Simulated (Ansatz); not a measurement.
SiC (P6_3mc), PBE, rigid bands run with Ansatz (a first-principles code). Condition of this run: functional PBE, cell relaxed with it. Band gap 2.31 eV, N_c = 1.18e19 cm⁻³ and N_v = 7.71e19 cm⁻³ at 300 K, conductivity masses along y (a = (3.09, 0.00, 0.00) Å; b = (-1.55, 2.68, 0.00) Å; c = (0.00, 0.00, 5.07) Å) of 0.447 mₑ (electrons) and 1.15 mₑ (holes). Take k_BT = 0.02585 eV.

Q: What built-in voltage has an abrupt junction with N_A = 1e17 and N_D = 1e18 cm⁻³, all dopants ionised?

A: V_bi = E_g/e − (k_BT/e) ln(N_c N_v/(N_A N_D)) = 2.31 − 0.02585 × 9.12 = 2.07 V, for the computed gap.

Q: A film of it is 2 nm thick, with its normal along the direction named. Estimate the confinement energies in an infinite well.

A: ħ²π²/(2m t²) = 0.376 eV·nm²/(m/mₑ × t²) gives 210 meV for electrons and 81.7 meV for holes, so the gap would widen to about 2.60 eV. Finite barriers and nonparabolic bands lower this, and with several valleys or bands the heaviest mass along the normal sets the lowest level, not this average.

Q: Find the intrinsic carrier density and the intrinsic Fermi level.

A: n_i = √(N_c N_v) exp(−E_g/2k_BT) = 3.02e19 × exp(−44.68) = 1.2e0 cm⁻³. The level lies (k_BT/2) ln(N_v/N_c) = 24 meV from mid-gap (positive towards the conduction band). Each 0.1 eV added to the gap lowers n_i by a factor of 6.9.

Rigid bands with the computed gap; masses take one relaxation time for all states. Spin-orbit coupling is left out; where it splits the top of the valence band, N_v and the p-type Seebeck coefficient come out somewhat high without it.
